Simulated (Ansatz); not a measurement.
We consider L1₀ (CuAu-type) CuAu, described by B3LYP (VWN-RPA form) in Ansatz (plane waves, PAW).

Numerical settings: plane-wave cutoff 460 eV, 10×10×8 k mesh (along the axes of the cell as run), Fermi–Dirac smearing 0.05 eV, no spin polarisation, scalar-relativistic PAW data made under PBE.

Computed at the level's own relaxed cell.

**Question.** Predict the lattice parameter a (two-atom tetragonal cell) and c axis length (two-atom tetragonal cell).

**Answer.** 
- lattice parameter a (two-atom tetragonal cell) = 2.963 Å
- c axis length (two-atom tetragonal cell) = 3.586 Å

Measured, for comparison: lattice constant a 2.8 Å (temperature not stated, no zero-point or thermal correction; as tabulated in Nepal et al. (2019), arXiv:1905.09348); lattice parameter c 3.67 Å (temperature not stated, no zero-point or thermal correction; as tabulated in Mehl et al. (2016), arXiv:1607.02532). Computed (rounded) less measured: lattice constant a +5.8 %, lattice parameter c -2.3 %.

Note: the run has no spin polarisation, so it can have missed a magnetic state.

Spin–orbit coupling is not included; it can shift volumes and moduli of such heavy elements.

Ansatz is an electronic-structure program.
